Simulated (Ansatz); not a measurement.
Consider a periodic stack without vacuum, cubic BaHfO3 (0 0 1) on zinc-blende GaSb (0 0 1) (film strained to the substrate, faces as cut): substrate slab Ga5Sb6, film Ba3O7Hf2, surface cells [[1, 0], [1, 1]] and [[0, 1], [-1, 0]], film strained by +4.4 and +4.4 %, faces Sb/Sb and BaO/BaO as cut (like faces can put a slab off its formula). Its start:

```
CELL_PARAMETERS angstrom
      4.39298     0.00000    -0.00980
      0.00000     4.39298     0.01765
      1.39910    -1.34870    30.00823
ATOMIC_POSITIONS crystal
  Ga 0.92685 0.07012 0.21160
  Ga 0.44682 0.53533 0.10882
  Ga 0.86333 0.13529 0.41664
  Ga 0.39598 0.60392 0.31398
  Ga 0.32509 0.65668 0.51946
  Sb 0.93346 0.55570 0.16093
  Sb 0.43579 0.02212 0.06128
  Sb 0.87997 0.62031 0.36513
  Sb 0.41143 0.08853 0.26315
  Sb 0.80904 0.59646 0.56723
  Sb 0.34718 0.14486 0.46740
  Ba 0.69301 0.96779 0.67945
  O  0.17980 0.36007 0.67652
  Ba 0.66461 0.96647 0.81134
  Hf 0.17640 0.45206 0.74200
  O  0.65991 0.44422 0.74273
  O  0.16622 0.91768 0.74304
  O  0.12892 0.41699 0.81154
  Ba 0.66399 0.99946 0.94281
  Hf 0.15360 0.47418 0.88147
  O  0.62310 0.46264 0.88015
  O  0.14587 0.95038 0.88039
  O  0.07169 0.45667 0.94676
```

The start was prepared with a machine-learned potential, and the result is one local minimum, with the in-plane cell held and forces under 0.04 eV/Å; the film can end far from its bulk form.

The numbers are results of PBE (plane waves to 420 eV, PAW; Ansatz, an electronic-structure program), not measurements. No spin–orbit coupling. Its k-point mesh 5×5×1, Fermi–Dirac width 0.05 eV.

**Question.** Predict the relaxed interface.

**Answer.** interface area: 19.3 Å²
period: 30.54 Å
gaps between the outermost planes at the two interfaces: 3.41 and 3.47 Å
Ba–Sb contacts across the interfaces within 1.22 times the sum of covalent radii: 3, mean 4.06 Å
spin-polarised check at this geometry: falls back to no moment
